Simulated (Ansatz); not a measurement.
**Effect of biaxial strain −3.27 %, plane normal [001], relaxed out of plane on Se**

Take Se (space group P3_121, No. 152; a = 4.529 Å, c = 5.042 Å; made of chains) as the base. Axes: x lies along a and z along c of the hexagonal cell.

Modification: compressive biaxial strain of 3.27 % in the plane normal to [001], as in epitaxy on a mismatched substrate; the out-of-plane cell vector and the atoms relax.

Computed with Ansatz (a program for electronic structure) PBE, without spin-orbit coupling, earlier PAW set. k-mesh 9×9×7 (Γ-centred); smearing 0.05 eV (Fermi–Dirac).

```csv
quantity,base,changed,shift
volume per atom,29.86 Å³,28.22 Å³,-1.646 Å³
"pressure (mean of the normal stresses, compression positive)",0.00 GPa,0.20 GPa,+0.20 GPa
band gap,1.04 eV,0.85 eV,-0.19 eV
gap character,"indirect, L → H","indirect, L–H (40 % along) → H",–
smallest direct gap,1.23 eV,1.00 eV,-0.224 eV
electron mass,"0.16 mₑ along c, 0.37 mₑ across (at H)","0.14 mₑ out of plane, 0.26 mₑ in plane (at H)",–
out-of-plane strain,–,+0.99 %,–
ratio −ε⊥/ε∥,–,0.30,–
```

Final structure (turned so that z lies along the plane normal):

```xyz
3
Lattice="4.3813 0.0000 0.0000 2.1906 3.7943 0.0000 0.0000 0.0000 5.0922" Properties=species:S:1:pos:R:3 pbc="T T T"
Se     2.6855     2.9371     4.2435
Se     0.4949     0.8572     0.8487
Se     5.5821     3.7943     2.5461
```

Effective masses come from finite differences of ±0.01 Å⁻¹. Whether these cells are dynamically stable was not tested. No dispersion term is included, though the crystal is made of layers, chains or molecules, so its spacings can come out too wide.
